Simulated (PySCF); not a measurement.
PySCF 2.14.0, unrestricted PBE/def2-svpd, df: F[Si](F)[Si](F)(F)F, charge 0, multiplicity 2, 7 atoms. The geometry is a generated start, not checked to be a minimum at this level.

```
Property                      Result
-------------------  ---------------
task                          energy
method                           pbe
basis                      def2-svpd
two-electron scheme  density fitting
mol.max_memory               3000 MB
mf.max_cycle                     100
mf.conv_tol          1e-09 (default)
mf.grids.level           3 (default)
basis functions                  163
grid points                   109672
```

```xyz
7

F      1.9741    -1.4020     0.2802
Si     1.3160    -0.1568    -0.4986
F      2.2110     1.0040     0.1640
Si    -0.8736     0.0643     0.0084
F     -1.6333    -0.3202     1.3533
F     -1.3211     1.5676    -0.2199
F     -1.6730    -0.7570    -1.0875
```

Charge 0 and multiplicity 2 are set for this test and not shown to be the ground state.

With the defaults (mf.DIIS = CDIIS, mf.diis = true, mf.level_shift = 0, mf.init_guess = minao, mf.damp = 0, mf.diis_start_cycle = 1, mf.diis_space = 8, newton = off) it converges in 13 Fock builds. One run each on 2 threads, 1 BLAS thread, with these changes:
- mf.init_guess = huckel
- mf.level_shift = 0.3 Hartree
- newton = Hessian by the SCF's own integrals
- mf.diis_space = 20
- mf.level_shift = 0.1 Hartree
- mf.damp = 0.7, mf.diis_start_cycle = 8
- mf.DIIS = EDIIS
- mf.init_guess = sap
- mf.diis = false

### Question
Which runs fail or end elsewhere than the default run?

### Answer
No convergence: mf.DIIS = EDIIS; mf.diis = false (the run ends without SCF convergence in 100 cycles). The rest reach the solution of the defaults.

```
setting                                      Fock builds             end
-------------------------------------------  -----------  --------------
the defaults                                          13   same solution
mf.diis_space = 20                                    13   same solution
mf.level_shift = 0.1 Hartree                          14   same solution
mf.init_guess = sap                                   15   same solution
mf.damp = 0.7, mf.diis_start_cycle = 8                16   same solution
mf.init_guess = huckel                                16   same solution
mf.level_shift = 0.3 Hartree                          20   same solution
newton = Hessian by the SCF's own integrals           35   same solution
mf.DIIS = EDIIS                                      101  no convergence
mf.diis = false                                      101  no convergence
```

Under newton the count holds the products with the orbital Hessian.
